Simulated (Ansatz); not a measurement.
Band structure of Ga (Cmce, 4 atoms in the cell).

```xyz
4
Lattice="2.1925 -3.7587 0.0000 2.1925 3.7587 0.0000 0.0000 0.0000 4.5072" Properties=species:S:1:pos:R:3 pbc="T T T"
Ga     2.1925    -1.1705     1.8723
Ga     2.1925     1.1705     2.6349
Ga     2.1925    -2.5883     4.1259
Ga     2.1925     2.5883     0.3813
```

Computed with PBE, PAW files (plane waves; Ansatz, a quantum-chemistry and plane-wave program).

Settings: kpoints.mp_grid.grid = 7 7 6; hamiltonian.xc = pbe; hamiltonian.pseudopotentials = {kind: paw} (the program's default PAW files); scf.occupations.method = gaussian; scf.occupations.width = 0.272 eV; kpoints.band_path.npoints = 8.

The starting cell comes from a database of computed structures (which also holds hypothetical and non-ambient phases and stackings), without a prior relaxation at this level. Its lattice was rescaled by a random factor within 2.5 % of one.

Levels in eV from the Fermi level, bands 23 to 30:
```json
[
 {"point": "Γ", "23": "-4.11", "24": "-1.81", "25": "-1.43", "26": "-0.86", "27": "0.92", "28": "1.02", "29": "1.07", "30": "5.35"},
 {"point": "X", "23": "-6.77", "24": "-1.35", "25": "-1.33", "26": "-0.27", "27": "-0.21", "28": "0.81", "29": "1.82", "30": "3.14"},
 {"point": "S", "23": "-3.55", "24": "-3.55", "25": "-1.66", "26": "-1.66", "27": "0.58", "28": "0.58", "29": "4.21", "30": "4.21"},
 {"point": "R", "23": "-6.55", "24": "-6.55", "25": "-1.70", "26": "-1.70", "27": "0.49", "28": "0.49", "29": "7.48", "30": "7.48"},
 {"point": "A", "23": "-6.26", "24": "-6.26", "25": "-3.91", "26": "-3.91", "27": "4.43", "28": "4.43", "29": "5.23", "30": "5.23"},
 {"point": "Z", "23": "-0.07", "24": "-0.07", "25": "0.03", "26": "0.03", "27": "0.20", "28": "0.20", "29": "2.00", "30": "2.00"},
 {"point": "Y", "23": "-4.02", "24": "-3.44", "25": "-2.00", "26": "-1.84", "27": "0.94", "28": "0.97", "29": "3.57", "30": "3.76"},
 {"point": "X1", "23": "-6.77", "24": "-1.35", "25": "-1.33", "26": "-0.27", "27": "-0.21", "28": "0.81", "29": "1.82", "30": "3.14"},
 {"point": "A1", "23": "-6.26", "24": "-6.26", "25": "-3.91", "26": "-3.91", "27": "4.43", "28": "4.43", "29": "5.23", "30": "5.23"},
 {"point": "T", "23": "-5.60", "24": "-5.60", "25": "-1.39", "26": "-1.39", "27": "-0.84", "28": "-0.84", "29": "6.60", "30": "6.60"}
]
```

Bands cross the Fermi level along this path, so the cell is metallic at this level.

Keys are those of Ansatz 0.2.
